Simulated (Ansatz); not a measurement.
Defect migration in monoclinic ZrO2: F-vacancy pair (F on one host O site, one O site vacant), charge state +3. The step: a nearby O atom hops onto the vacant site (F-vacancy distance between ideal sites 2.60 → 4.05 Å); the atom moves 1.99 Å along (0.37, 0.09, 0.13) of the unit cell; the moving atom starts with neighbours O at 2.60; Zr at 2.06, Zr at 2.19, Zr at 2.36, Zr at 2.43 Å and ends with F at 2.65; 2 Zr at 2.07, Zr at 2.34 Å. A PBE band in Ansatz (plane-wave PAW, the Γ point alone, 96 host sites, 27 SCF runs with any check of the saddle's order, static, no finite-size correction) gives a forward barrier of 0.88 eV. The saddle point's order was not checked. The charge state is imposed; whether it is stable for some Fermi level was not computed. Forms of the defect that were not tried may lie lower.

Single points at the band's start and saddle point can refine it. Rough cost of one point, in units of the band's mean SCF on the same machine:

| Level | Cost of one point |
|---|---|
| PBE, a 2×2×2 k-point mesh shifted by half a step | about 7 |
| r2SCAN at 500 eV, the Γ point alone | under 2 |

Problem. Which of these move the barrier by more than 0.1 eV, and how far does each move it?

Solution. Not one does. PBE, a 2×2×2 k-point mesh shifted by half a step: +0.02 eV; r2SCAN at 500 eV, the Γ point alone: +0.04 eV. Each functional is compared with PBE at the same k-points.

Ansatz is a first-principles code.
